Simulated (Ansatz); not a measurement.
Results of PBE-D4 (Ansatz, a program for electronic structure, PAW) for C11b WSi2.

Settings: plane-wave cutoff 520 eV, 24×24×24 k mesh, Fermi–Dirac smearing 0.05 eV, no spin polarisation, scalar-relativistic PAW data made under PBE.

Shape and atoms are relaxed at each volume.

Pressure at four volumes; x = ln(V/13.302 Å³). One pressure is withheld.

```
V (Å³/atom)        x  P (GPa)
-----------  -------  -------
12.770       -0.0408    10.38
13.302        0.0000    -0.01
13.568        0.0198    -4.43
13.834        0.0392        ?
```

Question: Pass a parabola P(x) through the three rows shown, estimate the bulk modulus and its pressure derivative near zero pressure, and predict the withheld pressure.

Answer: Slopes between the rows: (-0.01 − (10.38))/(0.0000 − (-0.0408)) = -254.66 and (-4.43 − (-0.01))/(0.0198 − (0.0000)) = -223.23 GPa. Their difference over the span 0.0606 is c = 31.43/0.0606 = 518.6 GPa, so P(x) = 10.38 + (-254.66)(x − (-0.0408)) + 518.6 (x − (-0.0408))(x − (0.0000)). At the middle row B = −dP/dx = −[-254.66 + 518.6 × 0.0408] = 233.5 GPa, and B′ = dB/dP = 2c/B = 4.4. At x = 0.0392 the parabola gives -8.37 GPa; the run gives -8.39 GPa. The Birch–Murnaghan fit to the energies at all volumes has B0 = 233 GPa and B′ = 4.4.

Spin–orbit coupling is not included.
